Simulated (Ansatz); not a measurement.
**SnTe, response to strain**

Take SnTe in the rock salt structure (space group Fm-3m, No. 225; a = 6.3712 Å) as the base. Axes: x, y, z lie along the cube axes.

Strains are applied to the cell and any free atomic positions relax; under biaxial strain the out-of-plane vector relaxes too; under stress the whole cell relaxes.

Level of theory: r2SCAN in Ansatz (plane waves to 500 eV, PAW, no SOC), earlier PAW set.

Notes on the quantities. energy relative to the base: free energy F.

| case | energy relative to the base | band gap | volume per atom |
|---|---|---|---|
| base | 0 meV/atom | 0.13 eV | 32.33 Å³ |
| biaxial strain +1.55 %, plane normal [001], relaxed out of plane | +5.9 meV/atom | 0.20 eV | 33.31 Å³ |
| biaxial strain −3.24 %, plane normal [111], relaxed out of plane | +15 meV/atom | zero | 31.23 Å³ |
| isotropic strain +1.49 % | … | 0.26 eV | 33.79 Å³ |
| isotropic strain +1.72 % | +11 meV/atom | … | 34.02 Å³ |
| isotropic strain +2.01 % | +15 meV/atom | 0.30 eV | 34.32 Å³ |
| uniaxial strain ε_yy = −0.85 % | +1.0 meV/atom | 0.10 eV | 32.05 Å³ |
| uniaxial strain ε_yy = −0.13 % | 0.0 meV/atom | 0.13 eV | 32.29 Å³ |
| uniaxial stress, 1 GPa compression along z | … | 0.10 eV | 32.09 Å³ |
| tensor shear ε_xz = +1.43 % | +1.5 meV/atom | zero | 32.32 Å³ |

Some entries are withheld; estimate them.


- isotropic strain +1.49 %, energy relative to the base: +8.4 meV/atom
- isotropic strain +1.72 %, band gap: 0.28 eV
- uniaxial stress, 1 GPa compression along z, energy relative to the base: +0.8 meV/atom

With Te present, leaving out spin-orbit coupling can change the band edges. Beyond what the load breaks, stability against distortions was not tested. All final runs are without spin polarisation. A zero or small gap of SnTe can be the functional's error rather than a property of the material.

Ansatz is a first-principles code.
